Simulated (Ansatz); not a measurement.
## Response to strain in BeTe

The parent structure is BeTe in the zinc blende structure (space group F-43m, No. 216).

```xyz
2
Lattice="0.0000 2.8022 2.8022 2.8022 0.0000 2.8022 2.8022 2.8022 0.0000" Properties=species:S:1:pos:R:3 pbc="T T T"
Be     0.0000     0.0000     0.0000
Te     1.4011     1.4011     1.4011
```

Strains are applied to the cell and any free atomic positions relax.

Computed with Ansatz (an electronic-structure program), PBEsol, PAW, cutoff 420 eV, spin-orbit coupling left out.

Notes on the quantities. hole mass: degenerate bands, along [100].

```csv
case,band gap,hole mass,width of the top valence band,shortest interatomic distance
base,1.84 eV,"0.20, 0.33, 0.33 mₑ (at Γ)",3.30 eV,2.427 Å
isotropic strain −3.00 %,1.59 eV,"0.21, 0.29, 0.29 mₑ (at Γ)",…,2.354 Å
isotropic strain −2.50 %,1.64 eV,"0.21, 0.30, 0.30 mₑ (at Γ)",…,2.366 Å
isotropic strain −2.00 %,1.68 eV,"0.21, 0.30, 0.30 mₑ (at Γ)",3.61 eV,2.378 Å
isotropic strain −1.00 %,1.76 eV,"0.20, 0.32, 0.32 mₑ (at Γ)",3.45 eV,2.402 Å
isotropic strain +0.50 %,…,"0.20, 0.34, 0.34 mₑ (at Γ)",3.23 eV,2.439 Å
isotropic strain +1.00 %,1.91 eV,"0.19, 0.35, 0.35 mₑ (at Γ)",3.16 eV,2.451 Å
isotropic strain +2.00 %,1.98 eV,"0.19, 0.37, 0.37 mₑ (at Γ)",3.02 eV,2.475 Å
isotropic strain +2.50 %,2.01 eV,"0.19, 0.37, 0.37 mₑ (at Γ)",2.96 eV,2.487 Å
isotropic strain +3.00 %,…,"0.19, 0.38, 0.38 mₑ (at Γ)",2.89 eV,2.500 Å
```

Question: Complete the table.

Answer: 
- isotropic strain −3.00 %, width of the top valence band: 3.77 eV
- isotropic strain −2.50 %, width of the top valence band: 3.69 eV
- isotropic strain +0.50 %, band gap: 1.87 eV
- isotropic strain +3.00 %, band gap: 2.04 eV

With Te present, leaving out spin-orbit coupling can change the band edges. Effective masses come from finite differences of ±0.01 Å⁻¹. Stability against distortions was not tested.
